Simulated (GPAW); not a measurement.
Sensitivity of a calculation on LaAlGe (I4_1md, 6 atoms in the cell) to its settings

```yaml
crystal:
  lattice:
    - [-2.18816, 2.18816, 7.37160]
    - [2.18816, -2.18816, 7.37160]
    - [2.18816, 2.18816, -7.37160]
  atoms:
    - { symbol: La, position: [0.50020, 0.00020, 0.50000] }
    - { symbol: La, position: [0.75020, 0.75020, 0.00000] }
    - { symbol: Al, position: [0.91717, 0.41717, 0.50000] }
    - { symbol: Al, position: [0.16717, 0.16717, 0.00000] }
    - { symbol: Ge, position: [0.08414, 0.58414, 0.50000] }
    - { symbol: Ge, position: [0.33414, 0.33414, 0.00000] }
```

Base run A: LDA (Perdew-Wang 92), GPAW PAW datasets LDA (gpaw-data 1.0.1) (GPAW), self-consistent single point.

Its settings: mode = pw; ecut = 800 eV; xc = LDA; kpts = 5 5 5; mesh shift (steps) = 0 0 0; occupations.name = fermi-dirac; occupations.width = 0.1 eV; nbands = -14; symmetry.symmorphic = false; symmetry.tolerance = 0.0005; maxiter = 120.

The starting cell comes from a database of computed structures (which also holds hypothetical and non-ambient phases and stackings), without a prior relaxation at this level. In the base run, with a pressure of about -4 GPa the cell is away from its equilibrium volume at this level.

A dash stands where there is no value to compare (another energy zero or no entropy term, no result, no spin, no clean gap, or a mesh too coarse for one). 

```csv
run,convergence.bands,pressure (GPa),largest force (eV/Å),ending
A,default,-3.53,0.067,converged
B,all,–,–,not converged
C,-2,–,–,not converged
```

Run C against A: The run ended unconverged after 120 iterations.

Run B against A: The run ended unconverged after 120 iterations.
